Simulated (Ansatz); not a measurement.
The starting structures come from a database of crystals and need not be the phases stable at ambient conditions.

 Where the default PAW files enter, the runs use the earlier of Ansatz's two default sets.

Input:

```
CELL_PARAMETERS angstrom
      4.16811     0.00000     0.00000
     -2.08406     3.60969     0.00000
      0.00000     0.00000     6.83999
ATOMIC_POSITIONS crystal
  In 0.66667 0.33333 0.50020
  In 0.33333 0.66667 0.00020
  P  0.66667 0.33333 0.87480
  P  0.33333 0.66667 0.37480
```

Space group of this cell: P6_3mc, wurtzite. The cell is taken as given.

The current runs along the normal of the first two printed vectors, the (001) plane. All runs by Ansatz (a first-principles code), plane waves and PAW, without spin-orbit coupling; the base is r2SCAN.

```csv
run,mean pressure (GPa),gap (eV),mid-gap κ (1/Å)
base,0.1,1.10,0.073
all lengths scaled by 0.98,4.9,1.47,0.091
all lengths scaled by 1.02,-3.4,0.74,0.053
lda in place of r2scan,-2.6,0.42,0.034
"lengths across the current scaled by 0.98, ions clamped",3.2,[?],[?]
"lengths across the current scaled by 1.02, ions clamped",-2.3,[?],[?]
"lengths along the current scaled by 0.97, ions clamped",2.5,[?],[?]
"lengths along the current scaled by 1.03, ions clamped",-1.7,0.85,0.060
pbesol in place of r2scan,-0.9,0.56,0.043
```

### Question
Fill in the missing entries.

### Answer

- lengths across the current scaled by 0.98, ions clamped, gap (eV): 1.28
- lengths across the current scaled by 0.98, ions clamped, mid-gap κ (1/Å): 0.082
- lengths across the current scaled by 1.02, ions clamped, gap (eV): 0.89
- lengths across the current scaled by 1.02, ions clamped, mid-gap κ (1/Å): 0.061
- lengths along the current scaled by 0.97, ions clamped, gap (eV): 1.34
- lengths along the current scaled by 0.97, ions clamped, mid-gap κ (1/Å): 0.086
